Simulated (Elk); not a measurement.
Checking a run of Elk on Tl (P6_3/mmc, 2 atoms in the cell). The aim is a self-consistent single point with DFT, LDA (PW92), all-electron FP-LAPW, Elk's shipped species files, APW+lo basis with extra local orbitals.

Cell that was meant: a = 3.4470 Å, b = 3.4470 Å, c = 5.5652 Å, α = 90.00°, β = 90.00°, γ = 120.00°.

Part of the input:

```
lmaxi
  4

nempty
  0.2

stype
  1
```

Output, abridged:

```
│ Elk code version 10.2.4 │

All units are atomic (Hartree, Bohr, etc.)

│ Ground-state run starting from atomic densities │

   [... lines left out ...]
Total number of local-orbitals :  228

Exchange-correlation functional :      3     0     0
 Perdew-Wang/Ceperley-Alder, Phys. Rev. B 45, 13244 (1992)
 gradient requirement :    0
 local density approximation (LDA)

Smearing type :    1
 Methfessel-Paxton order 1, Phys. Rev. B 40, 3616 (1989)
Smearing width :   0.9995820000E-02
Effective electronic temperature (K) :    3156.430308

Mixing type :    3
 Broyden mixing, J. Phys. A: Math. Gen. 17, L317 (1984)

Kohn-Sham potential initialised from atomic data
│ Self-consistent loop started │
│ Loop number : 1 │
 total energy                :     -40560.0021736
│ Loop number : 2 │
 total energy                :     -40560.1742420
RMS change in Kohn-Sham potential (target) :   0.4082929501E-01 (  0.1000000000E-05)
Absolute change in total energy (target)   :   0.1720683879     (  0.1000000000E-03)
│ Loop number : 3 │
 total energy                :     -40560.3792149
RMS change in Kohn-Sham potential (target) :   0.3809671238E-01 (  0.1000000000E-05)
Absolute change in total energy (target)   :   0.2479900442     (  0.1000000000E-03)
   [... lines left out ...]
Absolute change in total energy (target)   :   0.4891053686E-03 (  0.1000000000E-03)
│ Loop number : 14 │
 total energy                :     -40555.1057088
RMS change in Kohn-Sham potential (target) :   0.1858860267E-07 (  0.1000000000E-05)
Absolute change in total energy (target)   :   0.1227026660E-03 (  0.1000000000E-03)
│ Loop number : 15 │
 total energy                :     -40555.1057090
RMS change in Kohn-Sham potential (target) :   0.1117168520E-07 (  0.1000000000E-05)
Absolute change in total energy (target)   :   0.3049655788E-04 (  0.1000000000E-03)
Convergence targets achieved

│ Loop number : 16 │

Energies :
 Fermi                       :     0.199275982535
 total energy                :     -40555.1057088

Density of states at Fermi energy :    42.67302210
 (states/Hartree/unit cell)

Estimated indirect band gap :   0.2375724113E-02
 from k-point     32 to k-point     28
Estimated direct band gap   :   0.4354501294E-01
 at k-point     23

Charges :
 core                        :    124.0000000
 valence                     :    38.00000000
 interstitial                :    2.818102894
 muffin-tins (core leakage)
  species :    1 (Tl)
   atom    1                 :    79.59094855     (  0.3692252888E-04)
   atom    2                 :    79.59094855     (  0.3692252888E-04)
   [... lines left out ...]
   total force               :    -0.00000000   -0.00000000    0.00000000
   total magnitude           :     0.00000000
  atom :    2
   Hellmann-Feynman          :     0.00000000    0.00000000    0.00000000
   IBS                       :    -0.00000000    0.00000000   -0.00000000
   total force               :     0.00000000    0.00000000   -0.00000000
   total magnitude           :     0.00000000
```

**Question.** Is this run sound? If not, what is wrong?

**Answer.** The run is not sound. The fault is too few bands. Each band holds two electrons without spin (one with spinors), and smearing needs some empty bands above the Fermi level. To fix it, raise the band count or leave it to the default. The run converged in 16 iterations without an error; against the sound input the total energy rises by 2.9 meV/atom.

The sound input it was made from differs as follows (other fixes are possible):
```diff
-nempty
-  0.2
-
```

With that input, the run converged in 16 iterations: total energy -1103560.6515 eV; Fermi level (on the code's own zero) 5.41 eV (DFT, LDA (PW92), all-electron FP-LAPW, Elk's shipped species files, APW+lo basis with extra local orbitals).

On the sound input: the starting cell comes from a database of computed structures (which also holds hypothetical and non-ambient phases and stackings), without a prior relaxation at this level. Its lattice was rescaled by a random factor within 2.5 % of one. Spin-orbit coupling is off. Values depend on the basis (sphere radii, cutoffs, local orbitals), which need not be converged. The log's line on a gap gives a spacing of levels on this mesh, which the program prints for metals too.
